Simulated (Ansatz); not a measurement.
# Short convergence ladders for HgTe (C2, 6 atoms in the cell)

```
HgTe
1.0
    4.64894     0.00000     0.00000
   -2.32447     4.02610     0.00000
    0.00000     0.00000    10.37678
Hg Te
3 3
Direct
  0.68832   0.68832   0.00000
  0.32244   0.00000   0.66667
  0.00000   0.31168   0.33333
  0.51372   0.51372   0.50000
  0.48628   0.00000   0.16667
  0.00000   0.48628   0.83333
```

Base method: LDA (PW92), default PAW files made with PBE (plane waves; Ansatz, a first-principles code).

Base settings: basis.ecutwfc = 30.9 Ry; kpoints.mp_grid.grid = 4 4 1; hamiltonian.xc = lda; hamiltonian.pseudopotentials = {kind: paw} (the program's default PAW files); scf.occupations.method = fermi_dirac; scf.occupations.width = 0.0015 Ry.

The count of work is k-points × plane waves × bands × iterations; it is no time. 

**The cutoff for other potential files**

Level: DFT, LDA (PW92), plane waves, harder PAW files (source: ansatz) made with PBE.

In this ladder: hamiltonian.pseudopotentials = {kind: paw, source: ansatz}.

The second cell is the first with its lattice scaled by 0.98.

The mesh stays at the base's, so the ladder's end is converged at best in this setting alone.

The first pressure column holds Ansatz's estimate of the finite-basis (Pulay) stress, which hides part of the cutoff error; the other is without it.

Only quantities that move along the ladder and can be compared are tabulated; the gap is left out on so coarse a mesh.

```tsv
basis.ecutwfc	free energy less the last step's (meV/atom)	energy of the compressed cell less the first (meV/atom)	pressure (GPa)	pressure without the Pulay estimate (GPa)	largest difference of a force vector from the last step's (eV/Å)	count of work / last
22.8 Ry	12688.95	197.64	-3.62	-273.43	0.120	0.12
27.9 Ry	2765.13	25.66	-3.12	-83.44	0.110	0.15
35.6 Ry	183.66	-15.08	-2.58	-11.18	0.002	0.21
43 Ry	6.91	-15.31	-2.58	-3.04	0.000	0.27
50.7 Ry	0.80	-15.41	-2.58	-2.58	0.000	0.35
61 Ry	0.61	-15.42	-2.58	-2.58	0.000	0.46
76.1 Ry	0.15	-15.42	-2.58	-2.58	0.000	0.65
101.4 Ry	0.00	-15.42	-2.58	-2.58	0.000	1.0
```

Coarsest basis.ecutwfc that holds the forces within 0.02 eV/Å of the last step, with all finer ones: 35.6 Ry, at 0.21 of the last step's count of work; the step before is off by 0.11 eV/Å.

Coarsest basis.ecutwfc that holds the energy of the compressed cell less the first within 0.5 meV/atom of the last step, with all finer ones: 35.6 Ry, at 0.21 of the last step's count of work; the step before is off by 41 meV/atom.

Coarsest basis.ecutwfc that holds the pressure without the Pulay estimate within 1 GPa of the last step, with all finer ones: 43 Ry, at 0.27 of the last step's count of work; the step before is off by 8.6 GPa.

The energy difference between the two cells stays within 1 meV/atom of the last step's from 35.6 Ry on, the total only from 50.7 Ry on: much of the error is common to both cells and cancels.

At the lowest cutoff the pressure without the Pulay estimate lies 271 GPa under the last step's, the usual sign of Pulay stress in an incomplete plane-wave basis.

**The relaxed cell against the cutoff**

On HgTe (P3_221, 6 atoms in the cell): atoms on their sites.

In this ladder: relax = cell and atoms.

The mesh stays at the base's, so the ladder's end is converged at best in this setting alone.

Only quantities that move along the ladder and can be compared are tabulated; the gap is left out on so coarse a mesh.

| basis.ecutwfc | relaxed volume (Å³/atom) | relaxation steps |
|---|---|---|
| 18.4 Ry | 29.352 | 65 |
| 21.7 Ry | 29.161 | 23 |
| 26.1 Ry | 29.133 | 9 |
| 30.9 Ry | 29.128 | 7 |
| 37.1 Ry | 29.126 | 7 |
| 46.3 Ry | 29.126 | 7 |
| 61.7 Ry | 29.124 | 7 |

Coarsest basis.ecutwfc that holds the relaxed volume within 0.029 Å³/atom of the last step, with all finer ones: 26.1 Ry; the step before is off by 0.037 Å³/atom.

At the lowest cutoff the cell relaxes to a volume 0.8 % larger than at the highest. Ansatz relaxes on a stress corrected for the finite basis.

On the base run: the starting cell comes from a database of computed structures (which also holds hypothetical and non-ambient phases and stackings), without a prior relaxation at this level. Its lattice was rescaled by up to half a per cent. One atom was moved a little off its site on purpose.

Left out of this page: 1 run of the series failed or unconverged.

Keys are those of Ansatz 0.2.
